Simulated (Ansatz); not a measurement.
A self-consistent single point of VMo (Cmm2, 2 atoms in the cell) with Ansatz (a program for electronic structure).

Level of theory: LDA (PW92), harder PAW files (source: ansatz) made with PBE (plane waves; Ansatz).

The change in words: lattice scaled by 0.98; basis.ecutwfc: 420 eV → 1260 eV; hamiltonian.pseudopotentials: {kind: paw} (the program's default PAW files) → {kind: paw, source: ansatz}. Reference geometry:
```yaml
crystal:
  lattice:
    - [1.52959, -2.21291, 0.00000]
    - [1.52959, 2.21291, 0.00000]
    - [0.00000, 0.00000, 4.20786]
  atoms:
    - { symbol: V, position: [0.50000, 0.50000, 0.51188] }
    - { symbol: Mo, position: [0.00000, 0.00000, 0.00000] }
```

Reference input (self-consistent single point, DFT, LDA (PW92), plane waves, default PAW files made with PBE): basis.ecutwfc = 420 eV; kpoints.mp_grid.grid = 11 11 7; hamiltonian.xc = lda; hamiltonian.pseudopotentials = {kind: paw} (the program's default PAW files); scf.occupations.method = gaussian; scf.occupations.width = 0.1 eV. This run's input differs from it in these lines:

Ansatz 0.2 input:
```diff
@@ -2,5 +2,5 @@
   lattice:
-    - [1.529594, -2.212910, 0.000000]
-    - [1.529594, 2.212910, 0.000000]
-    - [0.000000, 0.000000, 4.207865]
+    - [1.499002, -2.168652, 0.000000]
+    - [1.499002, 2.168652, 0.000000]
+    - [0.000000, 0.000000, 4.123708]
   atoms:
@@ -9,3 +9,3 @@
 basis:
-  ecutwfc: 420.0 eV
+  ecutwfc: 1260.0 eV
 kpoints:
@@ -14,3 +14,3 @@
   xc: lda
-  pseudopotentials: { kind: paw }
+  pseudopotentials: { kind: paw, source: ansatz }
 scf:
```

Output, abridged:

```
SCF iter   1: F=—  HF=-7709.759220 eV  |F-HF|=—  |Δ(HF+E_count)|=         —  Δρ=3.00e-1  dr2=5.63e1  ethr=3.10e-3  ⟨swp⟩=4.0  Hψ=10549  notcnv=0
all-band conjugate gradients solve this SCF's bands
preconditioner: auto → none
SCF iter   2: F=—  HF=-7708.245766 eV  |F-HF|=—  |Δ(HF+E_count)|=    1.51e0  Δρ=3.14e-1  dr2=5.04e1  ethr=3.10e-3  ⟨swp⟩=2.2  Hψ=6073  notcnv=0  defer=41
   [... lines left out ...]
SCF iter   7: F=—  HF=-7704.332467 eV  |F-HF|=—  |Δ(HF+E_count)|=   9.43e-4  Δρ=1.56e-3  dr2=7.94e-4  ethr=2.18e-5  ⟨swp⟩=2.0  Hψ=3342  notcnv=0  defer=42
SCF iter   8: F=—  HF=-7704.332377 eV  |F-HF|=—  |Δ(HF+E_count)|=   9.04e-5  Δρ=4.15e-4  dr2=5.92e-5  ethr=2.94e-6  ⟨swp⟩=2.2  Hψ=3220  notcnv=0  defer=42
SCF iter   9: F=—  HF=-7704.332374 eV  |F-HF|=—  |Δ(HF+E_count)|=   2.33e-6  Δρ=8.57e-5  dr2=2.79e-6  ethr=2.19e-7  ⟨swp⟩=2.0  Hψ=3008  notcnv=0  defer=42
SCF iter  10: F=-7704.332374 eV  HF=-7704.332374 eV  |F-HF|=1.93e-8  |Δ(HF+E_count)|=   3.21e-7  Δρ=8.70e-6  dr2=2.10e-8  ethr=3.70e-10  ⟨swp⟩=5.8  Hψ=11243  notcnv=0
SCF 1 converged in 10 iterations: F = -7704.332374 eV  dr2 = 2.10e-8
Free energy (F): -7704.332374 eV
Internal energy: -7704.327300 eV  (E = F + TS)
E sigma→0 (E₀):  -7704.329837 eV
Entropy (-TS):   -0.005074 eV (-2.537 meV/atom)
Fermi energy:    20.379299 eV
--- Forces (eV/Å), atoms counted from 1 ---
  atom   1  V      0.00000000    -0.00000000    -0.57732353
  atom   2  Mo     0.00000000     0.00000000     0.57728699
--- Stress (GPa, compression-positive) ---
        8.093444       0.000000       0.000000
        0.000000       6.728973       0.000000
        0.000000       0.000000       7.839167
  P = ⅓ Tr σ = 7.5539 GPa (75.539 kbar)
  The stress holds the Pulay correction. Without it, at fixed plane waves, as pw.x and ABINIT print it: P = 7.5493 GPa
```

The run converged in 10 iterations. Against the reference run the pressure goes from -7.84 to 7.55 GPa and the largest force goes from 0.439 to 0.577 eV/Å.

The starting cell comes from a database of computed structures (which also holds hypothetical and non-ambient phases and stackings), without a prior relaxation at this level. Its lattice was rescaled by up to half a per cent. One atom was moved a little off its site on purpose. For this run, on top of that: lattice scaled by 0.98. Spin polarisation is off. Ansatz's pressure includes its estimate of the finite-basis (Pulay) stress.

Cost on one core of a shared machine: roughly 40 s.
